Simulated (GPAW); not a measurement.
# GPAW run on YPd₃ (Pm-3m, 4 atoms in the cell): self-consistent single point

Method of the run: PBEsol, GPAW PAW datasets PBEsol (made by gpaw-setup) (plane waves; GPAW).

This input was run:

```python
from ase import Atoms
from ase.units import GPa
from gpaw import GPAW, PW

atoms = Atoms(['Y', 'Pd', 'Pd', 'Pd'],
              cell=[[4.099920, 0.000000, 0.000000],
                    [0.000000, 4.099920, 0.000000],
                    [0.000000, 0.000000, 4.099920]],
              scaled_positions=[[0.000000, 0.000000, 0.000000],
                                [0.500000, 0.500000, 0.000000],
                                [0.000000, 0.500000, 0.500000],
                                [0.500000, 0.000000, 0.500000]],
              pbc=True)

calc = GPAW(mode=PW(600),
            xc='PBEsol',
            kpts=(7, 7, 7),
            occupations={'name': 'methfessel-paxton', 'width': 0.272, 'order': 0},
            nbands=-12,
            symmetry={'symmorphic': False, 'tolerance': 0.0005},
            maxiter=100)

atoms.calc = calc

energy = atoms.get_potential_energy()
print('Energy (eV):', round(energy, 6))
forces = atoms.get_forces()
print('Forces (eV/Ang):')
print(forces.round(5))
stress = atoms.get_stress()
print('Stress (GPa, Voigt):', (stress / GPa).round(4))
```

The program printed (abridged):

```
Input parameters:
  kpts: [7 7 7]
  maxiter: 100
  mode: {ecut: 600.0,
         name: pw}
  nbands: -12
  occupations: {name: methfessel-paxton,
                order: 0,
                width: 0.272}
  symmetry: {symmorphic: False,
             tolerance: 0.0005}
  xc: PBEsol

species:
  Y:
    name: Yttrium
    Z: 39.0
    valence: 11
    core: 28
    charge: 0.0
    file: Y.PBEsol.gz

    # Using partial waves for Y as LCAO basis

  Pd:
    name: Palladium
    Z: 46.0
    valence: 16
    core: 30
    charge: 0.0
    file: Pd.PBEsol.gz

    # Using partial waves for Pd as LCAO basis

Reference energy: -503519.239279  # eV

Spin-paired calculation

Convergence criteria:
 Maximum [total energy] change in last 3 cyles: 0.0005 eV / valence electron
 Maximum integral of absolute [dens]ity change: 0.0001 electrons / valence electron
 Maximum integral of absolute [eigenst]ate change: 4e-08 eV^2 / valence electron
 Maximum number of scf [iter]ations: 100

Symmetries present (total): 48
Symmetries with fractional translations: 0
343 k-points: 7 x 7 x 7 Monkhorst-Pack grid
20 k-points in the irreducible part of the Brillouin zone
       k-points in crystal coordinates                weights
   0:     0.00000000    0.00000000    0.00000000          1/343
   1:     0.14285714    0.00000000    0.00000000          6/343
   2:     0.14285714    0.14285714    0.00000000         12/343
   [... 7 lines left out ...]
          ...
  19:     0.42857143    0.42857143    0.42857143          8/343

Wave functions: Plane wave expansion
  Cutoff energy: 600.000 eV
  Number of coefficients (min, max): 2291, 2325
  Pulay-stress correction: 0.000000 eV/Ang^3 (de/decut=0.000000)

Occupation numbers: Methfessel-Paxton:
  width: 0.2720  # eV
  order: 0

Eigensolver

Densities:
  Coarse grid: 24*24*24 grid
  Fine grid: 48*48*48 grid
  Total Charge: 0.000000

Density mixing:
  Method: separate
  Backend: pulay
  Linear mixing parameter: 0.05
  old densities: 5
  Damping of long wavelength oscillations: 50

Hamiltonian:
  XC and Coulomb potentials evaluated on a 48*48*48 grid
  External potential:
    NoExternalPotential

XC parameters: PBEsol with 2 nearest neighbor stencil

Number of atoms: 4
Number of atomic orbitals: 49
Number of bands in calculation: 41
Number of valence electrons: 59
Bands to converge: occupied

Density initialized from atomic densities
  41 bands from LCAO basis set

Atomic positions and initial magnetic moments

Positions:
   0 Y      0.000000    0.000000    0.000000    ( 0.0000,  0.0000,  0.0000)
   1 Pd     2.049960    2.049960    0.000000    ( 0.0000,  0.0000,  0.0000)
   2 Pd     0.000000    2.049960    2.049960    ( 0.0000,  0.0000,  0.0000)
   3 Pd     2.049960    0.000000    2.049960    ( 0.0000,  0.0000,  0.0000)

Unit cell:
           periodic     x           y           z      points  spacing
  1. axis:    yes    4.099920    0.000000    0.000000    24     0.1708
  2. axis:    yes    0.000000    4.099920    0.000000    24     0.1708
  3. axis:    yes    0.000000    0.000000    4.099920    24     0.1708

  Lengths:   4.099920   4.099920   4.099920
  Angles:   90.000000  90.000000  90.000000

Effective grid spacing dv^(1/3) = 0.1708

     iter     time        total  log10-change:
                         energy   eigst   dens
iter:   1 --:--:--   -30.332028
iter:   2 --:--:--   -26.742874   -1.21  -1.03
iter:   3 --:--:--   -22.638255   -0.61  -1.13
iter:   4 --:--:--   -22.581496   -1.85  -1.67
iter:   5 --:--:--   -22.338508   -1.91  -1.76
iter:   6 --:--:--   -22.337626   -2.67  -2.21
iter:   7 --:--:--   -22.312464c  -2.84  -2.37
iter:   8 --:--:--   -22.312099c  -3.55  -2.99
iter:   9 --:--:--   -22.312201c  -4.11  -3.28
iter:  10 --:--:--   -22.311905c  -4.66  -3.27
iter:  11 --:--:--   -22.312183c  -4.13  -3.31
iter:  12 --:--:--   -22.311820c  -5.00  -3.63
iter:  13 --:--:--   -22.311929c  -5.63  -3.79
iter:  14 --:--:--   -22.311949c  -5.93  -4.03c
iter:  15 --:--:--   -22.311822c  -5.91  -4.12c
iter:  16 --:--:--   -22.311812c  -6.91  -4.32c
iter:  17 --:--:--   -22.311782c  -7.39  -4.43c
iter:  18 --:--:--   -22.311777c  -8.03c -4.82c

Converged after 18 iterations.

Dipole moment: (-0.000000, -0.000000, -0.000000) |e|*Ang

Energy contributions relative to reference atoms: (reference = -503519.239279)

Kinetic:        -15.110849
Potential:       +1.097352
External:        +0.000000
XC:              -7.560008
Entropy (-ST):   -0.055826
Local:           -0.710359
SIC:             +0.000000
--------------------------
Free energy:    -22.339689
Extrapolated:   -22.311777

Showing only first 2 kpts
 Kpt  Band  Eigenvalues  Occupancy
  0    27      8.90129    1.43300
  0    28      8.90129    1.43300
  0    29     12.43477    0.00000
  0    30     12.43477    0.00000

  1    27      8.51755    1.98976
  1    28      8.90165    1.43173
  1    29     10.97328    0.00000
  1    30     12.29242    0.00000

Fermi level: 9.01140

No gap
No difference between direct/indirect transitions
Energy (eV): -22.311777

Forces in eV/Ang:
  0 Y    -0.00000   -0.00000    0.00000
  1 Pd    0.00000    0.00000    0.00000
  2 Pd    0.00000    0.00000    0.00000
  3 Pd    0.00000    0.00000    0.00000

Stress tensor:
     0.025874    -0.000000     0.000000
    -0.000000     0.025874     0.000000
     0.000000     0.000000     0.025874
Stress (GPa, Voigt): [ 4.1455  4.1455  4.1455  0.      0.     -0.    ]
```

The run converged in 18 iterations. GPAW prints stress with tension positive.

The starting cell comes from a database of computed structures (which also holds hypothetical and non-ambient phases and stackings), without a prior relaxation at this level. Spin polarisation is off. With a pressure of about -4 GPa the cell is away from its equilibrium volume at this level.

Cost on one core of a shared machine: roughly 50 s.
